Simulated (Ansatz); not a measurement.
Seebeck coefficient (μV/K, mean over directions) of n-type GaP (F-43m) against carrier density, Ansatz (a first-principles code) with HSE06, rigid bands. Computed gap 2.25 eV; densities at which minority carriers matter at this gap, or further valleys turn the trend, are left out. Conductivity mass 0.34 mₑ (harmonic mean over directions), N_c = 4.1e19 cm⁻³ at 300 K.

```tsv
electron density	300 K	500 K
1e16 cm⁻³	-923	-985
1e17 cm⁻³	-724	-787
1e18 cm⁻³	-526	(withheld)
3e18 cm⁻³	-432	-494
1e19 cm⁻³	-329	(withheld)
3e19 cm⁻³	-237	-298
1e20 cm⁻³	-144	-200
3e20 cm⁻³	-77	-124
1e21 cm⁻³	-45	(withheld)
```

Problem. What belongs in the gaps?

Solution. 
- 1e18 cm⁻³, 500 K: -588
- 1e19 cm⁻³, 500 K: -391
- 1e21 cm⁻³, 500 K: -77

Rigid bands with a gap fixed in temperature, one relaxation time for all states, no polarons or phonon drag, and whether or not such doping can be reached. Spin-orbit coupling is left out. Geometry: cell and atoms relaxed with PBEsol.
